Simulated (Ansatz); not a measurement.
Single solute atoms on W sites of bcc W, each beside a vacancy: the barrier for the solute to jump into the vacancy, counted from the relaxed pair on adjacent sites of that sublattice. PBE (Ansatz, a program for electronic structure, plane waves to 420 eV, PAW), climbing-image NEB, 36 sites, 3×3×5 shifted, energies as single points at geometries from a coarser mesh; static nuclei, fixed cell, no finite-size correction. This jump alone does not carry the solute far: the vacancy must also move round it. All rows are spin-restricted. Spin-orbit coupling is left out.

```
Solute (5d row)  Group  Jump length (Å)  Barrier (eV)
---------------  -----  ---------------  ------------
Hf                   4             2.36          0.85
Ta                   5             2.56             ?
Re                   7             2.75          1.75
Ir                   9             2.69          1.20
Pt                  10             2.36          0.86
Au                  11             1.99          0.57
```

Problem. Estimate the barrier of Ta by straight interpolation in the group number between its neighbours in the table, and compare with the computed value.

Solution. 0.85 + (1.75 − 0.85) × (5 − 4)/(7 − 4) ≈ 1.15 eV. The computed barrier is 1.31 eV, +0.16 eV from this estimate. Among these 6 solutes the barrier is highest for Re (1.75 eV) and lowest for Au (0.57 eV).
